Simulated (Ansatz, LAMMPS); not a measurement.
## Random Si-Ge alloy, 4x4x4 cubic cells, lattice parameter by Vegard's rule

Cell 22.15 × 22.15 × 22.15 Å, Si392Ge120, 512 atoms. Prepared with Tersoff's 1989 multicomponent potential (SiCGe.tersoff) (LAMMPS): minimisation. 

The numbers are results of PBE, support functions at accuracy medium on the grid of 370 eV (norm-conserving potentials; Ansatz, a program for electronic structure), not measurements.

Basis: localised support functions (accuracy medium) on a full density matrix. k-points: zone centre alone; occupations: Fermi-Dirac, 0.020 eV; spin polarisation not allowed. Scalar-relativistic, no spin-orbit coupling.

The energy over the perfect crystal(s), per atom is 13 meV/atom and the Kohn-Sham gap of the cell on its k-mesh is 0.59 eV. The coordination (neighbours within 2.850 Å) is 100.0 % 4-fold and the Ge-Ge bonds, mean ± spread is 2.468 ± 0.006 Å. The Ge-Si bonds, mean ± spread is 2.421 ± 0.006 Å. The Si-Si bonds, mean ± spread comes out as 2.378 ± 0.007 Å. The bond angles, mean ± spread is 109.5° ± 1.0°, the pressure comes out as -0.43 GPa and the cost of the final run is around 16 core-minutes (rough), 12 SCF iterations, 10 GiB.
